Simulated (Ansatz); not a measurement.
Base system: HfN in the rock salt structure (space group Fm-3m, No. 225; relaxed with 0.1 eV smearing).

```
HfN
1.0
    0.00000     2.23415     2.23415
    2.23415     0.00000     2.23415
    2.23415     2.23415     0.00000
Hf N
1 1
Direct
  0.00000   0.00000   0.00000
  0.50000   0.50000   0.50000
```

Cartesian axes are those of the cell as printed.

The values are results of Ansatz (a program for electronic structure), LDA, PAW, cutoff 420 eV, scalar-relativistic without spin-orbit coupling, not measurements.

Strains are applied to the cell and any free atomic positions relax.

One change was made to it. Results:

The shortest interatomic distance stays 223.4 pm; the energy grows by 0.6 meV/atom.

Question: Which of these changes matches the shifts?
A) tensor shear ε_xy = +2.00 %
B) tensor shear ε_xy = +1.71 %
C) tensor shear ε_xy = +0.57 %

Answer: C, tensor shear ε_xy = +0.57 %. For comparison, the energy relative to the base in the other runs: tensor shear ε_xy = +2.00 % gives +7.2 meV/atom; tensor shear ε_xy = +1.71 % gives +5.3 meV/atom.

Stability against distortions was not tested. The final runs are not spin-polarised. An odd electron count without spin: HfN.
